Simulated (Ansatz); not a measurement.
Start from MgSe in the rock salt structure (space group Fm-3m, No. 225; a = 5.4498 Å).

Method: Kohn–Sham DFT with the PBEsol functional, run in Ansatz (a first-principles code) with PAW and 420 eV plane waves, no spin-orbit coupling.

Carriers are added at fixed cell with a uniform background; the Fermi–Dirac width is that of 300 K.

One change was made to it. Results:

The Fermi level relative to the doped band's edge (positive inside the band; to 0.05 eV) amounts to +0.40 eV; the gap character stays indirect, Γ → X; the gap between the host's bands remains 1.78 eV.

Question: What was done to the base?
(A) electrons 3.0×10^21 cm⁻³
(B) electrons 1.0×10^22 cm⁻³
(C) electrons 7.0×10^20 cm⁻³
(D) holes 7.0×10^20 cm⁻³

Answer: C, electrons 7.0×10^20 cm⁻³. For comparison, the Fermi level from band edge in the other runs: holes 7.0×10^20 cm⁻³ gives +0.05 eV; electrons 3.0×10^21 cm⁻³ gives +0.95 eV; electrons 1.0×10^22 cm⁻³ gives +1.70 eV.

Carriers are added with a uniform compensating background; total energy and stress of such cells depend on the potential's zero and are not compared; many-body gap narrowing is missing at this level. Whether these cells are dynamically stable was not tested.
